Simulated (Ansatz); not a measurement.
Here is the system:

```
La2O3
1.0
    3.98228     0.00000     0.00000
    1.99114     3.44875     0.00000
    0.00000     0.00000     5.88567
La O
2 3
Direct
  0.33333   0.33333   0.24421
  0.66667   0.66667   0.75579
  0.00000   0.00000   0.00000
  0.33333   0.33333   0.64975
  0.66667   0.66667   0.35025
```

No spin polarisation.

Calculations: Kohn–Sham DFT with the PBEsol functional, run in Ansatz (a quantum-chemistry and plane-wave program) with PAW and 420 eV plane waves, no SOC. Γ-centred 10×10×6 mesh, Fermi–Dirac width 0.05 eV.

Task: Estimate the band gap.

Result: 3.58 eV.

Task: Estimate the mean in-plane stress (compression positive).

Result: -4.2 GPa.

Task: Predict the smallest direct gap.

Result: 3.88 eV.

Task: Estimate the gap character.

Result: Indirect, L → K.

The cells carry an imposed strain or load. Stability against distortions was not tested. The cell was made from La$_{2}$O$_{3}$ (space group P-3m1, No. 164) by this change: biaxial strain +1.95 %, plane normal [001], relaxed out of plane.
